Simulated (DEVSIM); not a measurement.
Model (solved in DEVSIM): 1D drift-diffusion, Boltzmann statistics, complete ionisation; no tunnelling, impact ionisation, image-force lowering or self-heating.

Structure: Si n-i-p diode, at 300 K.

```csv
layer (left to right),material,thickness (μm),Nd (cm⁻³),Na (cm⁻³),τn (s),τp (s)
1,Si,1.80,1.3e19,-,6.3e-5,6.3e-5
2,Si,1.20,-,9.6e12,6.3e-5,6.3e-5
3,Si,0.960,-,1.1e18,6.3e-5,6.3e-5
```

Left contact: ohmic. Right contact: ohmic. Voltage is applied to the left contact. Recombination: SRH at mid-gap, Auger. Mobility is μmin + (μ − μmin)/(1 + (N/Nref)^α).

The device is made up for the run: typed textbook-type constants, with dimensions and the other settings drawn at random. Values at 300 K.

| parameter | Si |
|---|---|
| gap (eV) | 1.124 |
| affinity (eV) | 4.05 |
| permittivity | 11.7 |
| Nc (cm⁻³) | 2.86e19 |
| Nv (cm⁻³) | 3.1e19 |
| μn (cm²/Vs) | 1417 |
| μp (cm²/Vs) | 470 |
| μn,min | 52 |
| μp,min | 45 |
| Nref,n | 9.7e16 |
| Nref,p | 2.2e17 |
| αn | 0.68 |
| αp | 0.72 |
| Cn (cm⁶/s) | 2.8e-31 |
| Cp (cm⁶/s) | 9.9e-32 |

One input was changed, with this effect: dark forward voltage at 100 A/cm² 0.828 → 0.786 V; dark forward voltage at 1 A/cm² 0.708 → 0.666 V.

Problem. Which change was it?
(A) minority lifetime in layer 2 6.3e-05 → 0.00063 s
(B) doping Na of layer 2 9.6e+12 → 9.6e+11 cm^-3
(C) Auger recombination switched off
(D) constant mobility in place of the doping-dependent one
(E) minority lifetime in layer 1 6.3e-05 → 0.00063 s

Solution. D, constant mobility in place of the doping-dependent one
